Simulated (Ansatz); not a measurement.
Reference: CuI (F-43m), PBEsol with spin-orbit coupling, rigid bands (plane waves, PAW; Ansatz, a first-principles code); geometry: cell and atoms relaxed with PBEsol.

```
CuI
1.0
    0.00000     2.96958     2.96958
    2.96958     0.00000     2.96958
    2.96958     2.96958     0.00000
Cu I
1 1
Direct
  0.25000   0.25000   0.25000
  0.00000   0.00000   0.00000
```

* **band gap**: 1.00 eV
* **electron conductivity mass**: 0.149 mₑ
* **hole conductivity mass**: 0.67 mₑ
* **Seebeck coefficient, n-type 1e19 cm⁻³**: -90 μV/K

Swap Cu for Ag, keeping the structure type. How do these values move?

AgI (F-43m): volume per atom 26.2 to 33.5 Å³; band gap stays about the same (1.00 eV to 0.97 eV); electron conductivity mass rises (0.149 mₑ to 0.159 mₑ); hole conductivity mass rises (0.67 mₑ to 0.71 mₑ); Seebeck coefficient, n-type 1e19 cm⁻³ stays about the same (-90 μV/K to -94 μV/K).

Moves up to 5 % count as about the same. Masses are for dilute carriers at 300 K, harmonic means over directions unless an axis is named. Seebeck coefficients are for the stated density at 300 K, with one relaxation time for all states and whether or not that doping can be reached.
